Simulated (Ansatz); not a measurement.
Band structure of Hf₂Ge (I4/mcm, 6 atoms in the cell).

```xyz
6
Lattice="-3.2580 3.2580 2.6205 3.2580 -3.2580 2.6205 3.2580 3.2580 -2.6205" Properties=species:S:1:pos:R:3 pbc="T T T"
Hf     1.0149     2.2431     0.0000
Hf     2.2431     1.0149     2.6205
Hf     4.2730     1.0149     0.0000
Hf    -1.0149     2.2431     2.6205
Ge     0.0000     0.0000     1.3103
Ge     0.0000     0.0000     3.9308
```

Level of theory: PBEsol, PAW files made with PBE (plane waves; Ansatz, an electronic-structure program).

Settings: kpoints.mp_grid.grid = 5 5 5; hamiltonian.xc = pbesol; hamiltonian.pseudopotentials = {kind: paw} (the program's default PAW files); scf.occupations.method = gaussian; scf.occupations.width = 0.1 eV; kpoints.band_path.npoints = 8.

The starting cell comes from a database of computed structures (which also holds hypothetical and non-ambient phases and stackings), without a prior relaxation at this level. Its lattice was rescaled by a random factor within 2.5 % of one. Spin-orbit coupling is off.

Levels in eV from the Fermi level, bands 63 to 70:
```
point     63     64     65     66    67    68    69    70
-----  -----  -----  -----  -----  ----  ----  ----  ----
Γ      -1.26  -1.26  -1.09  -0.87  1.93  1.95  2.12  2.54
X      -1.40  -1.26  -0.78  -0.38  1.31  1.53  1.76  2.49
M      -0.93  -0.48   0.08   0.33  0.41  0.41  1.62  1.63
Z      -1.03  -0.24  -0.15   0.57  0.57  0.92  1.07  1.56
P      -0.76  -0.76  -0.64  -0.64  0.19  0.19  2.15  2.15
N      -0.77  -0.77  -0.54  -0.54  0.18  0.18  2.03  2.03
Z1     -1.03  -0.24  -0.15   0.57  0.57  0.92  1.07  1.56
```

Bands cross the Fermi level along this path, so the cell is metallic at this level.

Keys are those of Ansatz 0.2.
